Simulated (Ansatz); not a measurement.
# Phonon-limited transport in Ta (Im-3m)

```xyz
1
Lattice="-1.6411 1.6411 1.6411 1.6411 -1.6411 1.6411 1.6411 1.6411 -1.6411" Properties=species:S:1:pos:R:3 pbc="T T T"
Ta     0.0000     0.0000     0.0000
```

Method: PBEsol, DFPT electron-phonon coupling, linearised Boltzmann equation (plane waves, PAW, scalar-relativistic; Ansatz, a quantum-chemistry and plane-wave program). How the cell was made: relaxed with this functional, without spin-orbit coupling.

The resistivity at 300 K comes out as 12.3 μΩ·cm. The resistivity at 77 K is 2.2 μΩ·cm and the electron mean free path at 300 K (weighted by the current that each state carries) comes out as 3.8 nm. The resistivity times mean free path for one path shared by all states (from the Fermi surface's area) is 4.1 ×10⁻¹⁶ Ω·m² and the electron-phonon coupling λ is 0.93. The transport coupling λ_tr comes out as 0.89, the logarithmic mean phonon energy is 12.8 meV and the density of states at the Fermi level comes out as 0.63 states/(eV·spin·cell). The drude plasma energy is 9.1 eV. The Hall coefficient at 300 K is 9.3 ×10⁻¹¹ m³/C and the Tc for μ* = 0.10 (anisotropic Eliashberg) is 9.4 K. The Tc for μ* = 0.13 (anisotropic Eliashberg) is 7.7 K.

A metal at this level (no band gap). Only scattering by harmonic phonons is included (no impurities, grain boundaries, electron-electron scattering or thermal expansion). Spin-orbit coupling is left out, which matters with elements this heavy. For metals of groups 4 to 10, Tc at these values of μ* can lie well above the measured one. Phonons are Fourier-interpolated between the q points, which in tests on eleven metals of one or two atoms moved the resistivity by up to 6 %, λ by up to 7 % and the logarithmic mean phonon energy by up to 14 %. The run warned that the eigensolver left some states short of its tolerance. Halving the electron mesh (28x28x28) moves the resistivity by up to 3 % at 300 K, the mean free path by up to 2 %, the coupling by up to 1 %, Tc by up to 1 %. Smearing 0.20 eV; phonons on a 6x6x6 q mesh, which this run doesn't test and which matters most at low temperature. Tc comes from the anisotropic Migdal-Eliashberg equations with μ*, a chosen number, referred to 14.1 meV.
